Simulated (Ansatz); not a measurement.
A self-consistent single point of K (Im-3m, 1 atom in the cell) with Ansatz (an electronic-structure program).

Method of the run: LDA (PW92), PAW files made with PBE (plane waves; Ansatz).

```
CELL_PARAMETERS angstrom
     -2.68542     2.68542     2.68542
      2.68542    -2.68542     2.68542
      2.68542     2.68542    -2.68542
ATOMIC_POSITIONS crystal
  K  0.00000 0.00000 0.00000
```

Reference input (self-consistent single point, DFT, PBE, plane waves, PAW files): basis.ecutwfc = 420 eV; kpoints.mp_grid.grid = 9 9 9; hamiltonian.xc = pbe; hamiltonian.pseudopotentials = {kind: paw} (the program's default PAW files); scf.occupations.method = cold; scf.occupations.width = 0.2 eV. This run's input differs from it in these lines:

Ansatz 0.2 input:
```diff
@@ -14,3 +14,3 @@
 hamiltonian:
-  xc: pbe
+  xc: lda
   pseudopotentials:
```

Output, abridged:

```
SCF iter   1: F=—  HF=-1496.237764 eV  |F-HF|=—  |Δ(HF+E_count)|=         —  Δρ=4.51e-3  dr2=2.53e-2  ethr=3.10e-3  ⟨swp⟩=5.0  Hψ=2223  notcnv=0
all-band conjugate gradients solve this SCF's bands
preconditioner: auto → Kerker (q_TF=auto, 1.906 Å⁻¹)
SCF iter   2: F=—  HF=-1496.229946 eV  |F-HF|=—  |Δ(HF+E_count)|=   7.82e-3  S|Δr|=    0.00e0  Δρ=2.47e-3  dr2=9.93e-3  ethr=2.81e-4  ⟨swp⟩=1.0  Hψ=595  notcnv=0
SCF iter   3: F=—  HF=-1496.225928 eV  |F-HF|=—  |Δ(HF+E_count)|=   4.02e-3  S|Δr|=    0.00e0  Δρ=7.34e-4  dr2=1.25e-3  ethr=1.10e-4  ⟨swp⟩=2.0  Hψ=430  notcnv=0  defer=2
SCF iter   4: F=—  HF=-1496.225680 eV  |F-HF|=—  |Δ(HF+E_count)|=   2.48e-4  S|Δr|=    0.00e0  Δρ=2.19e-4  dr2=4.08e-5  ethr=1.39e-5  ⟨swp⟩=2.0  Hψ=422  notcnv=0  defer=2
SCF iter   5: F=—  HF=-1496.225699 eV  |F-HF|=—  |Δ(HF+E_count)|=   1.96e-5  S|Δr|=    0.00e0  Δρ=3.15e-5  dr2=8.18e-7  ethr=4.53e-7  ⟨swp⟩=1.5  Hψ=326  notcnv=0  defer=2
SCF iter   6: F=-1496.225701 eV  HF=-1496.225701 eV  |F-HF|=4.01e-8  |Δ(HF+E_count)|=   1.35e-6  S|Δr|=    0.00e0  Δρ=4.85e-6  dr2=2.13e-8  ethr=1.11e-9  ⟨swp⟩=6.6  Hψ=1794  notcnv=0
SCF 1 converged in 6 iterations: F = -1496.225701 eV  dr2 = 2.13e-8
Stability not checked (fill_not_monotonic)
Free energy (F): -1496.225701 eV
Internal energy: -1496.226928 eV  (E = F + TS)
E sigma→0 (E₀):  -1496.226110 eV
Entropy (-TS):   0.001227 eV (1.227 meV/atom)
Fermi energy:    1.373814 eV
--- Forces (eV/Å), atoms counted from 1 ---
  atom   1  K      0.00000000     0.00000000     0.00000000
--- Stress (GPa, compression-positive) ---
       -0.598030       0.000000      -0.000000
        0.000000      -0.598030       0.000000
        0.000000      -0.000000      -0.598030
  P = ⅓ Tr σ = -0.5980 GPa (-5.980 kbar)
  The stress holds the Pulay correction. Without it, at fixed plane waves, as pw.x and ABINIT print it: P = -0.5993 GPa
```

The run converged in 6 iterations. Against the reference run the pressure goes from -0.17 to -0.60 GPa.

The starting cell comes from a database of computed structures (which also holds hypothetical and non-ambient phases and stackings), without a prior relaxation at this level. Its lattice was rescaled by a random factor within 2.5 % of one. Ansatz's pressure includes its estimate of the finite-basis (Pulay) stress.
